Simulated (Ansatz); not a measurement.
An Ansatz (a quantum-chemistry and plane-wave program) run: WC with a change (x(S) = 0.75, 8 atoms, C2); PBEsol (Ansatz; PAW; 420 eV plane waves; no spin-orbit coupling), earlier PAW set.

Input:

Ansatz 0.2 input:
```yaml
crystal:
  lattice:
    - [3.1452598438, -2.4539859351, 0]
    - [3.1452598438, 2.4539859351, 0]
    - [-0.1349685321, 0, 6.4562157918]
  atoms:
    - { symbol: S, position: [0.0841136137, 0.9986265587, 0.7675203644] }
    - { symbol: S, position: [0.0013734413, 0.9158863863, 0.2324796356] }
    - { symbol: S, position: [0.523398253, 0.476601747, 0] }
    - { symbol: W, position: [0.3833560601, 0.6166439399, 0.5] }
    - { symbol: C, position: [0.7372184244, 0.3359487742, 0.2429736612] }
    - { symbol: C, position: [0.4083680786, 0.1352124302, 0.6369223948] }
    - { symbol: C, position: [0.8647875698, 0.5916319214, 0.3630776052] }
    - { symbol: C, position: [0.6640512258, 0.2627815756, 0.7570263388] }
basis: { ecutwfc: 420, ecutrho_ratio: 4, xc_grid: 2, fft_grid_basis: typed }
kpoints: { mp_grid: { grid: [12, 12, 7] } }
hamiltonian:
  xc: pbesol
  dispersion: none
  pseudopotentials: { azcp: { folder: ./paw }, kind: paw }
scf: { occupations: { method: fermi_dirac, width: 0.05 }, convergence: { dr2_threshold: 0.0000000008 } }
output: { forces: true, stress: true }
checkpoint: { write: state.ck, write_every: 1000 }
```

Output (explanatory and most iteration lines left out):

```
Pseudopotential: S, paw, valence charge 6
Pseudopotential: W, paw, valence charge 14
Pseudopotential: C, paw, valence charge 4
Crystal: 8 atoms, lattice volume = 99.664 Å³
Basis set: ecut = 420 eV, 1971 PW (Γ), exchange–correlation on 54×54×90 points (8 copies of the dense FFT grid, shifted against one another)
Bands: 32, of which v1, the nominal top of the filled ones, is band 24 counted from 1 (23 counted from 0)
Symmetry: 2 space group operations
Space group: C2 (ITA 5), of the structure as read, at distance tolerance 4.6e-5 Å
k-points: 277 of 1008 (time reversal used)
Functional: x = pbesol(κ = 0.804, μ = 0.12345679012345678), c = pbesol(β = 0.046)
SCF iter   1: F=—  HF=-13897.880257 eV  |F-HF|=—  |Δ(HF+E_count)|=         —  Δρ=9.99e-2  dr2=1.68e1  ethr=3.10e-3  ⟨swp⟩=7.1  Hψ=46113  notcnv=0
SCF iter   2: F=—  HF=-13895.155465 eV  |F-HF|=—  |Δ(HF+E_count)|=    2.72e0  Δρ=5.24e-2  dr2=5.47e0  ethr=3.10e-3  ⟨swp⟩=3.0  Hψ=18365  notcnv=0  defer=471
SCF 1 converged in 11 iterations: F = -13893.833796 eV  dr2 = 1.25e-10
SCF converged after 11 iterations
Free energy (F): -13893.833796 eV
Internal energy: -13893.813902 eV  (E = F + TS)
E sigma→0 (E₀):  -13893.823849 eV
Entropy (-TS):   -0.019894 eV (-2.487 meV/atom)
Fermi energy:    10.139342 eV
--- Forces (eV/Å), atoms counted from 1 ---
  atom   1  S      0.00031730    -0.00011997     0.00054127
  atom   2  S     -0.00031730    -0.00011997    -0.00054127
  atom   3  S      0.00000000    -0.00105428    -0.00000000
  atom   4  W      0.00000000     0.00215908    -0.00000000
  atom   5  C     -0.00042884     0.00052970    -0.00143879
  atom   6  C     -0.00251283    -0.00096138    -0.00040721
  atom   7  C      0.00251283    -0.00096138     0.00040721
  atom   8  C      0.00042884     0.00052970     0.00143879
--- Stress (GPa, compression-positive) ---
        0.003359      -0.000000      -0.009298
       -0.000000      -0.004057       0.000000
       -0.009298       0.000000      -0.003543
  P = ⅓ Tr σ = -0.0014 GPa (-0.014 kbar)
```

Each cell is one ordered arrangement of few atoms, which overstates ordering effects compared with a random alloy. With W present, leaving out spin-orbit coupling can change the band edges. No phonon test of stability was made. All final runs are without spin polarisation. The cell was made from WC by this change: x(S) = 0.75, 8 atoms, C2. WC4S3 has a high density of states at the Fermi level and may be magnetic at this level.
